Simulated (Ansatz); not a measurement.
**InP (model structure, started from the BeO type, P4₂/mnm, No. 136, 8 atoms in the cell): properties by level of theory**

```
level (code)         lattice constant a (Å)  lattice parameter c (Å)  cohesive energy (eV/atom)
-------------------  ----------------------  -----------------------  -------------------------
LDA (Ansatz)                          7.110                    4.127                       3.89
PBE (Ansatz)                          7.276                    4.214                       3.08
PBEsol (Ansatz)                       7.175                    4.162                       3.46
PBE-D3(BJ) (Ansatz)                   7.186                    4.183                       3.36
```

Ansatz's density-functional and Hartree–Fock values are scalar-relativistic unless marked +SOC, with PAW data made under PBE.

Free atoms are spin-polarised, in the lowest state found; at levels without +SOC their spin–orbit coupling is left out.

The computed numbers hold no vibrational or temperature effects.

A model structure was made by putting elements into a prototype or built by hand; it is no filed structure, need not be a known phase, and can be a saddle point held by its symmetry.

Ansatz is a first-principles code.
